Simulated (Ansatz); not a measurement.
The starting structures come from a database of crystals and need not be the phases stable at ambient conditions.

By PBEsol, the system below comes out a metal.

Without scattering a metal conducts by its projected Fermi surface.

Consider the following.

```yaml
crystal:
  lattice:
    - [4.04173, 0.00000, 0.00000]
    - [2.02086, 5.94843, -0.02757]
    - [2.02086, -2.06913, 5.61512]
  atoms:
    - { symbol: Cu, position: [0.00000, 0.00000, 0.00000] }
    - { symbol: Cu, position: [0.98213, 0.75942, 0.27631] }
    - { symbol: Cu, position: [0.01787, 0.24058, 0.72369] }
    - { symbol: Cu, position: [0.66245, 0.22895, 0.44616] }
    - { symbol: Cu, position: [0.33755, 0.77105, 0.55384] }
    - { symbol: Al, position: [0.00000, 0.50000, 0.50000] }
    - { symbol: Al, position: [0.30441, 0.53974, 0.85144] }
    - { symbol: Al, position: [0.69559, 0.46026, 0.14856] }
    - { symbol: Al, position: [0.61528, 0.00634, 0.76309] }
    - { symbol: Al, position: [0.38472, 0.99366, 0.23691] }
```

Space group of this cell: C2/m. The cell was relaxed by PBE-D3(BJ); by PBEsol its mean pressure is 1.2 GPa.

The current flows along the normal of the first two printed cell vectors. No spin-orbit coupling; the value is a mean over 0.1 eV about the Fermi level.

### Question
Compute, with PBEsol (Ansatz, a quantum-chemistry and plane-wave program), the ballistic conductance per area.

### Answer
0.61 × 10¹⁵ S/m² for both spins.
